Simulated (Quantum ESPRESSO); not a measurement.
Quantum ESPRESSO run on HfO₂ (P4_2/nmc, 6 atoms in the cell): self-consistent single point.

Level of theory: LDA (PZ), GBRV 1.5 ultrasoft (LDA) pseudopotentials (plane waves; Quantum ESPRESSO 7.5).

```
HfO2
1.0
    3.52493     0.00000     0.00000
    0.00000     3.52493     0.00000
    0.00000     0.00000     5.12376
Hf O
2 4
Cartesian
  1.76246   1.76246   2.56188
  0.00000   0.00000   0.00000
  0.00000   1.76246   3.57234
  0.00000   1.76246   1.01046
  1.76246   0.00000   4.11330
  1.76246   0.00000   1.55142
```

Reference input (self-consistent single point, DFT, PBE, plane waves, GBRV 1.5 ultrasoft (PBE) pseudopotentials): ecutwfc = 40 Ry; ecutrho = 320 Ry; occupations = smearing; smearing = fd; degauss = 0.000734986 Ry; potentials = {Hf: hf_pbe_v1.uspp.F.UPF, O: o_pbe_v1.2.uspp.F.UPF}; K_POINTS = automatic 8 8 5 0 0 0; conv_thr = 1e-10 Ry. This run's input differs from it in these lines:

```diff
@@ -24,4 +24,4 @@
 ATOMIC_SPECIES
-Hf   178.4900  hf_pbe_v1.uspp.F.UPF
-O     15.9990  o_pbe_v1.2.uspp.F.UPF
+Hf   178.4900  hf_lda_v1.uspp.F.UPF
+O     15.9990  o_lda_v1.2.uspp.F.UPF
 ATOMIC_POSITIONS angstrom
```

The program printed (abridged):

```
     Self-consistent Calculation

     iteration #  1     ecut=    40.00 Ry     beta= 0.70

     negative rho (up, down):  2.258E-01 0.000E+00

     total energy              =    -446.74244722 Ry
     estimated scf accuracy    <       1.96769921 Ry

     iteration #  2     ecut=    40.00 Ry     beta= 0.70

     negative rho (up, down):  2.299E-01 0.000E+00

     total energy              =    -447.04171297 Ry
     estimated scf accuracy    <       0.98865468 Ry

     iteration #  3     ecut=    40.00 Ry     beta= 0.70

     negative rho (up, down):  2.329E-01 0.000E+00

     total energy              =    -447.31519218 Ry
     estimated scf accuracy    <       0.05540572 Ry

   [... 7 blocks of this kind left out ...]

     iteration # 11     ecut=    40.00 Ry     beta= 0.70

     negative rho (up, down):  2.347E-01 0.000E+00

     total energy              =    -447.32231067 Ry
     estimated scf accuracy    <          1.2E-10 Ry

     iteration # 12     ecut=    40.00 Ry     beta= 0.70

     negative rho (up, down):  2.347E-01 0.000E+00
     End of self-consistent calculation

     the Fermi energy is    15.8855 ev

!    total energy              =    -447.32231067 Ry
     estimated scf accuracy    <          1.4E-11 Ry
     smearing contrib. (-TS)   =       0.00000000 Ry
     internal energy E=F+TS    =    -447.32231067 Ry

     convergence has been achieved in  12 iterations

     negative rho (up, down):  2.347E-01 0.000E+00

     Forces acting on atoms (cartesian axes, Ry/au):

     atom    1 type  1   force =     0.00000000    0.00000000   -0.00000000
     atom    2 type  1   force =     0.00000000    0.00000000    0.00000000
     atom    3 type  2   force =     0.00000000    0.00000000    0.00808571
     atom    4 type  2   force =     0.00000000    0.00000000    0.00808571
     atom    5 type  2   force =     0.00000000    0.00000000   -0.00808571
   [... lines left out ...]
     Total force =     0.016171     Total SCF correction =     0.000000
   [... lines left out ...]

     negative rho (up, down):  2.347E-01 0.000E+00
          total   stress  (Ry/bohr**3)                   (kbar)     P=        9.21
   0.00009968   0.00000000   0.00000000           14.66        0.00        0.00
   0.00000000   0.00009968   0.00000000            0.00       14.66        0.00
   0.00000000   0.00000000  -0.00001155            0.00        0.00       -1.70

   JOB DONE.
```

The run converged in 12 iterations. Against the reference run the pressure goes from 16.07 to 0.92 GPa, the largest force goes from 0.312 to 0.208 eV/Å and the gap on the mesh goes from 4.911 to 4.689 eV.

The starting cell comes from a database of computed structures (which also holds hypothetical and non-ambient phases and stackings), without a prior relaxation at this level. Its lattice was rescaled by a random factor within 2.5 % of one. Spin-orbit coupling is off.

Cost on one core of a shared machine: roughly 70 s.
